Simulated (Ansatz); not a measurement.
TiS2 in the CdI2 type structure (space group P-3m1, No. 164; layered, stacked along the Cartesian z axis)

Space group P-3m1 (No. 164); a = b = 3.361 Å, c = 5.522 Å, α = β = 90.00°, γ = 120.00°

```json
[
 {"atom": "Ti", "site": "1a", "symmetry": "-3m.", "x": "0.0000", "y": "0.0000", "z": "0.0000"},
 {"atom": "S", "site": "2d", "symmetry": "3m.", "x": "0.3333", "y": "0.6667", "z": "0.2586"}
]
```

All numbers come from PBE-D3(BJ) (Ansatz, a quantum-chemistry and plane-wave program, PAW, no spin-orbit coupling). k-mesh 16×16×9 (Γ-centred); smearing 0.05 eV (Fermi–Dirac).

Volume per atom: 18.00 Å³
Density: 3.44 g/cm³
Band gap: zero
Total energy: -1436.281 eV/atom (σ→0; compares only within this code and set-up)

Stability against distortions was not tested. All final runs are without spin polarisation. The zero or small gap of TiS2 can change with the level of theory.
